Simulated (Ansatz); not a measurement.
**Relaxation of the atoms of La₃Zr (Pm-3m, 4 atoms in the cell) at several settings**

```xyz
4
Lattice="5.0727 0.0000 0.0000 0.0000 5.0727 0.0000 0.0000 0.0000 5.0727" Properties=species:S:1:pos:R:3 pbc="T T T"
La     0.0000     2.5363     2.5363
La     2.5363     0.0000     2.5363
La     2.5363     2.5363     0.0000
Zr     0.0000     0.0000     0.0000
```

Base: LDA (PW92), harder PAW files (source: ansatz) made with PBE run with Ansatz (a first-principles code). Its settings: basis.ecutwfc = 600 eV; kpoints.mp_grid.grid = 5 5 5; hamiltonian.xc = lda; hamiltonian.pseudopotentials = {kind: paw, source: ansatz}; scf.occupations.method = methfessel_paxton; scf.occupations.width = 0.1 eV. Starting volume 32.63 Å³ per atom.

Each line gives the change from the base single point and the result:

- atoms moved at random; scf.convergence.dr2_threshold: default (1e-07 eV) → 0.001 eV; relax: default → atoms; relax.f_tol: default → 0.03 eV/Å: pressure -4.21 GPa; largest force (vector length) 0.005 eV/Å; relaxation steps 3; free energy against the base single point 0.0 meV/atom.
- atoms moved at random; relax: default → atoms; relax.f_tol: default → 0.1 eV/Å: pressure -4.20 GPa; largest force (vector length) 0.070 eV/Å; relaxation steps 2; free energy against the base single point 0.4 meV/atom.

The starting cell comes from a database of computed structures (which also holds hypothetical and non-ambient phases and stackings), without a prior relaxation at this level. Ansatz's pressure includes its estimate of the finite-basis (Pulay) stress.

Left out of this page: 1 run of the series outside the window shown, repeating another row's setting, or not comparable.

Keys are those of Ansatz 0.2.
